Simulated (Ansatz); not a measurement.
Evanescent states of CdS (P6_3mc, wurtzite, 4 atoms a cell, 25.5 Å³ an atom) along the normal of (100)

Method: r2SCAN (plane waves, PAW; Ansatz, an electronic-structure program).

The gap is the functional's own, uncorrected, and κ follows it; spin-orbit coupling is left out. Mid-gap values are interpolated between the computed energies.

Energies count from the valence-band top; κ is the least over a 8×6 mesh across the current.

```tsv
E (eV)	κ (1/Å)	where
0.04	0.043	Γ
0.14	0.071	Γ
0.23	0.089	Γ
0.32	0.102	Γ
0.41	0.111	Γ
0.49	0.118	Γ
0.58	0.124	Γ
0.68	0.127	Γ
0.77	0.128	Γ
0.85	0.128	Γ
0.94	0.127	Γ
1.03	0.124	Γ
1.12	0.119	Γ
1.22	0.112	Γ
1.30	0.102	Γ
1.40	0.090	Γ
1.49	0.072	Γ
1.57	0.043	Γ
```

Question: How thick must the barrier be to attenuate the transmission by 10^6 when the electrodes' Fermi level lies at 0.04 eV, and what attenuation does that film give at 0.58 eV?

Answer: d = 6 ln 10 / (2 × 0.043) = 160.6 Å. At 0.58 eV it gives 6 × 0.124/0.043 = 17.3 decades.
